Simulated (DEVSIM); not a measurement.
Structure: Ni/SiO2/n-Si capacitor, at 300 K.

Layer 1 from the left is SiO2, thickness (nm) 2.30. Layer 2 from the left is Si, thickness (nm) 2900, Nd (cm⁻³) 3.8e16.

Metal gate on the left, work function 5.1 eV. Fixed charge at the semiconductor interface -8.8e10 cm⁻² (in units of +e); interface traps 1e11 cm⁻² eV⁻¹, uniform in energy, neutral level at 0.7 of the gap above the valence band.

Constants are typed, rounded textbook-type inputs, not results; the design itself was drawn at random and stands for no fabricated device. Values at 300 K.

SiO2: gap (eV) 9, affinity (eV) 0.9, permittivity 3.9. Si: gap (eV) 1.124, affinity (eV) 4.05, permittivity 11.7, Nc (cm⁻³) 2.86e19, Nv (cm⁻³) 3.1e19.

DEVSIM, 1D Poisson equation in equilibrium, Boltzmann statistics, complete ionisation; no quantum confinement or tunnelling. Metal contacts follow the ideal Schottky-Mott rule: no Fermi-level pinning, no interface dipoles.

**Question.** What does the simulation give for the threshold voltage (band bending 2φF), the minimum of the low-frequency capacitance, the flat-band voltage?

**Answer.** threshold voltage (band bending 2φF) 0.04 V; minimum of the low-frequency capacitance 0.0838 μF/cm²; flat-band voltage 0.89 V.
